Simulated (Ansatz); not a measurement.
AlRu: pressure series

The reference is AlRu in the CsCl type structure (space group Pm-3m, No. 221).

```xyz
2
Lattice="2.9539 0.0000 0.0000 0.0000 2.9539 0.0000 0.0000 0.0000 2.9539" Properties=species:S:1:pos:R:3 pbc="T T T"
Al     1.4769     1.4769     1.4769
Ru     0.0000     0.0000     0.0000
```

Cell and atoms are relaxed at each pressure.

Computed with LDA (Ansatz, a program for electronic structure; PAW; 420 eV plane waves; no spin-orbit coupling).

Two rows of this table had their results exchanged by mistake.

```csv
pressure,volume per atom (Å³),shortest distance (Å),band gap
pressure −2 GPa,13.00,2.566,zero
pressure −1 GPa,12.94,2.562,zero
pressure 0.9 GPa,12.84,2.555,zero
pressure 2.1 GPa,12.77,2.551,zero
pressure 4.5 GPa,12.65,2.542,zero
pressure 9 GPa,11.62,2.472,zero
pressure 15 GPa,12.17,2.510,zero
pressure 22.5 GPa,11.88,2.490,zero
pressure 30 GPa,12.43,2.528,zero
```

Question: Which two?

Answer: The rows for pressure 9 GPa and pressure 30 GPa: the volume has to fall steadily with pressure, so 12.43 Å³ belongs to pressure 9 GPa and 11.62 Å³ to pressure 30 GPa.

Load acts through the strain it causes; cell and atoms are relaxed under it. Stability against distortions was not tested. Competing high-pressure phases were not computed. The final runs are not spin-polarised.
